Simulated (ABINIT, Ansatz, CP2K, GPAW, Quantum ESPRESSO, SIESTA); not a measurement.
Code comparison for CaGaCu (C2/m, 6 atoms in the cell)

Self-consistent single point.

```
CaGaCu
1.0
    4.91086    -2.15939     0.00000
    4.91086     2.15939     0.00000
   -4.79041     0.00000     5.15458
Ca Ga Cu
2 2 2
Cartesian
  1.05513   0.00000   3.55944
  3.97618   0.00000   1.59513
  1.17799   0.00000   0.53247
  3.85332   0.00000   4.62211
  6.92930   0.00000   1.37761
 -1.89799   0.00000   3.77696
```

Shared settings, as Ansatz (a first-principles code) writes them: kpoints.mp_grid.grid = 4 4 3; scf.occupations.method = gaussian; scf.occupations.width = 0.0147 Ry. Potentials and cutoffs stand in the table.

| code | model | pressure (GPa) | largest force (eV/Å) | cutoff |
|---|---|---|---|---|
| Quantum ESPRESSO | PBEsol, GBRV 1.5 ultrasoft (PBESOL) pseudopotentials | 2.90 | 0.188 | 50 Ry |
| Ansatz | PBEsol, PAW files made with PBE | 3.20 | 0.179 | default |
| ABINIT | PBEsol, PAW (JTH v2.0 PBE PAW, files made for PBE) | 3.17 | 0.182 | 30 Ha |
| CP2K | PBEsol, GPW, DZVP-MOLOPT-SR-GTH basis, GTH-PBE potentials (GTH_POTENTIALS) | 3.89 | 0.149 | grid 600 Ry |
| SIESTA | GGA PBEsol, numerical atomic orbitals DZP, PseudoDojo PBEsol standard norm-conserving potentials (rewritten from UPF to PSML) | 9.50 | 0.255 | grid 400 Ry |
| GPAW | PBEsol, GPAW PAW datasets PBEsol (made by gpaw-setup) | 4.04 | 0.214 | 850 eV |

Size of the force on each atom (eV/Å): Sizes of forces hide their directions.

```
code                Ca1    Ca2    Ga3    Ga4    Cu5    Cu6
----------------  -----  -----  -----  -----  -----  -----
Quantum ESPRESSO  0.109  0.109  0.128  0.128  0.188  0.188
Ansatz            0.107  0.107  0.125  0.125  0.179  0.179
ABINIT            0.108  0.108  0.126  0.126  0.182  0.182
CP2K              0.089  0.089  0.107  0.107  0.149  0.149
SIESTA            0.255  0.255  0.200  0.200  0.211  0.211
GPAW              0.123  0.123  0.135  0.135  0.214  0.214
```

On Ansatz's run: spin polarisation is off.

The spread over the programs that give each value: pressure within 6.60 GPa; largest force within 0.106 eV/Å.

CP2K and SIESTA use small atom-centred bases, whose incompleteness enters pressures, forces and empty levels differently from a plane-wave cutoff. Ansatz's pressure is given at a fixed set of plane waves, as the other plane-wave codes print theirs; with its correction for the finite basis it is 3.23 GPa. In the pressure, SIESTA (by 6.31) lies more than 1 GPa from the median of the plane-wave programs. In the force vectors, SIESTA (by 0.152) lies more than 0.08 eV/Å from the median of the plane-wave programs.

The shared mesh is coarse (it stands for a supercell whose shortest vector is 17 Å), so the values are not converged in it.

The starting cell comes from a database of computed structures (which also holds hypothetical and non-ambient phases and stackings), without a prior relaxation at this level. Its lattice was rescaled by a random factor within 2.5 % of one.

Left out of this page: Elk (not drawn, or without a comparable value).

Keys are those of Ansatz 0.2.
